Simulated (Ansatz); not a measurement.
What uniaxial strain ε_yy = +1.21 % does to Sb

Consider Sb (space group R-3m, No. 166; a = 4.2657 Å, c = 10.6978 Å (hexagonal axes); relaxed with 0.1 eV smearing). Axes: x lies along a and z along c of the hexagonal cell.

Modification: uniaxial strain ε_yy = +1.21 %, all other strain components held at zero, atoms relaxed at fixed cell.

All numbers come from PBEsol-D3(BJ), PAW, 420 eV (Ansatz, a program for electronic structure; without spin-orbit coupling). Γ-centred 17×17×17 mesh, Fermi–Dirac width 0.1 eV.

The volume per atom increases by 0.34 Å³ to 28.44 Å³ and the space group goes from R-3m (No. 166) to C2/m (No. 12). The shortest interatomic distance stays 2.916 Å and the energy goes up by 1.3 meV/atom. The pressure (mean of the normal stresses, compression positive) goes from zero to -0.7 GPa and the band gap stays zero. The stress (xx, yy, zz, yz, xz, xy; compression positive) amounts to (-0.3, -1.2, -0.4, -0.4, 0.0, 0.0) GPa.

Final structure:

```
Sb
1.0
    2.13284     1.24630     3.56595
   -2.13284     1.24630     3.56595
    0.00000    -2.49259     3.56595
Sb
2
Cartesian
  0.00000  -0.00190   2.55648
  0.00000   0.00190   8.14135
```

With Sb present, leaving out spin-orbit coupling can change the band edges. Whether these cells are dynamically stable was not tested.
